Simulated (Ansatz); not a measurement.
Functionals compared on a constructed model of the (100) surface of bcc Fe, ferromagnetic (in the relaxation 1 Fe–W bonds formed), a pseudomorphic layer of W in the host's stacking (bottom of the slab: a bare face, its two planes held), in Ansatz (plane waves, PAW). The structure was relaxed with PBE; the other rows are single points on it. Cutoff 420 eV.

Model: 7-atom slab, 9.4 Å thick at the start (thin: gaps and levels are the slab's own), 13x13x1 mesh, Fermi-Dirac 0.1 eV, dipole correction, 2 atoms held, the rest relaxed; held to the start's symmetry, so lower structures may exist; spin-polarised, ending with about 14.1 μB a cell; orders that need a larger cell were not tried, no spin-orbit, no U. It is one candidate, not shown to be the stable structure of the face. These notes are the PBE run's.

| functional | work function of the top face (eV) | magnetic moment of the cell (μB) | rough cost of the single point |
|---|---|---|---|
| PBE | 4.90 | 14.05 | – |
| RPBE | 4.75 | 14.28 | very roughly 2.8 core-minutes |

Ansatz is an electronic-structure program.
